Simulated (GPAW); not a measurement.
```
CELL_PARAMETERS angstrom
      4.32939     0.00000     0.00000
      0.00000     4.32939     0.00000
      0.00000     0.00000     4.32939
ATOMIC_POSITIONS crystal
  Zr 0.00000 0.00000 0.00000
  Hg 0.50000 0.50000 0.00000
  Hg 0.00000 0.50000 0.50000
  Hg 0.50000 0.00000 0.50000
```

Method: LDA (Perdew-Wang 92), GPAW PAW datasets LDA (gpaw-data 1.0.1) (plane waves; GPAW).

The set-up and first iterations of a GPAW log for ZrHg₃ (Pm-3m, 4 atoms in the cell):

```
Input parameters:
  convergence: {density: 1e-05,
                energy: 1e-05}
  kpts: {gamma: True,
         size: (8, 8, 8)}
  maxiter: 120
  mode: {ecut: 550,
         name: pw}
  nbands: -8
  occupations: {name: methfessel-paxton,
                order: 0,
                width: 0.1}
  symmetry: {symmorphic: False,
             tolerance: 0.0005}

species:
  Zr:
    name: Zirconium
    Z: 40.0
    valence: 12
    core: 28
    charge: 0.0
    file: Zr.LDA.gz

    # Using partial waves for Zr as LCAO basis

  Hg:
    name: Mercury
    Z: 80.0
    valence: 18
    core: 62
    charge: 0.0
    file: Hg.LDA.gz

    # Using partial waves for Hg as LCAO basis

Reference energy: -1696381.445934  # eV

Spin-paired calculation

Convergence criteria:
 Maximum [total energy] change in last 3 cyles: 1e-05 eV / valence electron
 Maximum integral of absolute [dens]ity change: 1e-05 electrons / valence electron
   [... lines left out ...]
  width: 0.1000  # eV
  order: 0

Eigensolver

Densities:
  Coarse grid: 24*24*24 grid
  Fine grid: 48*48*48 grid
  Total Charge: 0.000000

Density mixing:
  Method: separate
  Backend: pulay
  Linear mixing parameter: 0.05
  old densities: 5
  Damping of long wavelength oscillations: 50

Hamiltonian:
  XC and Coulomb potentials evaluated on a 48*48*48 grid
  External potential:
    NoExternalPotential

Number of atoms: 4
Number of atomic orbitals: 49
Number of bands in calculation: 41
Number of valence electrons: 66
Bands to converge: occupied

Density initialized from atomic densities
  41 bands from LCAO basis set

Atomic positions and initial magnetic moments

Positions:
   0 Zr     0.000000    0.000000    0.000000    ( 0.0000,  0.0000,  0.0000)
   1 Hg     2.164693    2.164693    0.000000    ( 0.0000,  0.0000,  0.0000)
   2 Hg     0.000000    2.164693    2.164693    ( 0.0000,  0.0000,  0.0000)
   3 Hg     2.164693    0.000000    2.164693    ( 0.0000,  0.0000,  0.0000)

Unit cell:
           periodic     x           y           z      points  spacing
  1. axis:    yes    4.329385    0.000000    0.000000    24     0.1804
  2. axis:    yes    0.000000    4.329385    0.000000    24     0.1804
  3. axis:    yes    0.000000    0.000000    4.329385    24     0.1804

  Lengths:   4.329385   4.329385   4.329385
  Angles:   90.000000  90.000000  90.000000

Effective grid spacing dv^(1/3) = 0.1804
     iter     time        total  log10-change:
                         energy   eigst   dens
iter:   1 --:--:--   -15.206533
iter:   2 --:--:--   -14.987340   -0.87  -1.44
iter:   3 --:--:--   -14.402566   -1.13  -1.49
iter:   4 --:--:--   -14.379456   -2.32  -1.77
iter:   5 --:--:--   -14.409831   -1.87  -1.87
```

### Question
Will this run converge, and how will it end?

### Answer
The run converged in 25 iterations. Convergence of the loop says nothing yet on basis, mesh or lower states. It ends on: free energy E − TS (from the program's reference atoms) -14.3415 eV; Fermi level (on the code's own zero) 9.29 eV; pressure -0.46 GPa. The log goes on:

```
   [... 2 lines left out ...]
iter:   8 --:--:--   -14.334335   -3.26  -2.66
iter:   9 --:--:--   -14.329870   -4.35  -2.83
iter:  10 --:--:--   -14.331492   -3.47  -2.71
iter:  11 --:--:--   -14.331204   -5.34  -3.28
iter:  12 --:--:--   -14.331195c  -6.08  -3.49
iter:  13 --:--:--   -14.331222c  -6.15  -3.49
iter:  14 --:--:--   -14.331084c  -5.26  -3.48
iter:  15 --:--:--   -14.331144c  -5.09  -3.33
iter:  16 --:--:--   -14.331092c  -5.66  -3.50
iter:  17 --:--:--   -14.331005c  -5.28  -3.51
iter:  18 --:--:--   -14.331009c  -6.19  -3.60
iter:  19 --:--:--   -14.330980c  -5.95  -3.72
iter:  20 --:--:--   -14.330965c  -7.00  -4.08
iter:  21 --:--:--   -14.330964c  -7.82c -4.44
iter:  22 --:--:--   -14.330965c  -7.49c -4.53
iter:  23 --:--:--   -14.330965c  -8.09c -4.68
iter:  24 --:--:--   -14.330965c  -8.56c -4.83
iter:  25 --:--:--   -14.330965c  -7.78c -5.07c
Converged after 25 iterations.

Dipole moment: (-0.000000, -0.000000, -0.000000) |e|*Ang

Energy contributions relative to reference atoms: (reference = -1696381.445934)

Kinetic:        +53.854227
Potential:      -39.496191
External:        +0.000000
XC:             -22.608082
Entropy (-ST):   -0.021020
Local:           -6.070410
SIC:             +0.000000
--------------------------
Free energy:    -14.341475
Extrapolated:   -14.330965

Showing only first 2 kpts
 Kpt  Band  Eigenvalues  Occupancy
  0    31      9.32018    0.70971
  0    32      9.32018    0.70971
  0    33      9.32018    0.70971
  0    34     11.58522    0.00000

  1    31      9.28395    1.11146
  1    32      9.28395    1.11146
  1    33     10.03828    0.00000
  1    34     11.56174    0.00000

Fermi level: 9.29386

No gap
No difference between direct/indirect transitions
Energy (eV): -14.330965

Forces in eV/Ang:
  0 Zr    0.00000    0.00000    0.00000
  1 Hg    0.00000    0.00000    0.00000
  2 Hg    0.00000    0.00000    0.00000
  3 Hg    0.00000    0.00000    0.00000

Stress tensor:
     0.002855     0.000000     0.000000
     0.000000     0.002855     0.000000
     0.000000     0.000000     0.002855
Stress (GPa, Voigt): [0.4574 0.4574 0.4574 0.     0.     0.    ]
```

For comparison: a first run was changed to give this one (lattice scaled by 0.98), and from it to this one the free energy drops by 26.5 meV/atom and the pressure goes from -6.15 to -0.46 GPa.

The starting cell comes from a database of computed structures (which also holds hypothetical and non-ambient phases and stackings), without a prior relaxation at this level. For this run, on top of that: lattice scaled by 0.98. Spin-orbit coupling is off.

The run was DFT LDA (Perdew-Wang 92), plane waves, GPAW PAW datasets LDA (gpaw-data 1.0.1). Main settings of its input:

```
setting                          value
-------------------  -----------------
mode                                pw
ecut                            550 eV
xc                                 LDA
kpts                             8 8 8
mesh shift (steps)               0 0 0
occupations.name     methfessel-paxton
occupations.width               0.1 eV
occupations.order                    0
nbands                              -8
convergence.density   1e-05 e/electron
convergence.energy   1e-05 eV/electron
symmetry.symmorphic              false
```
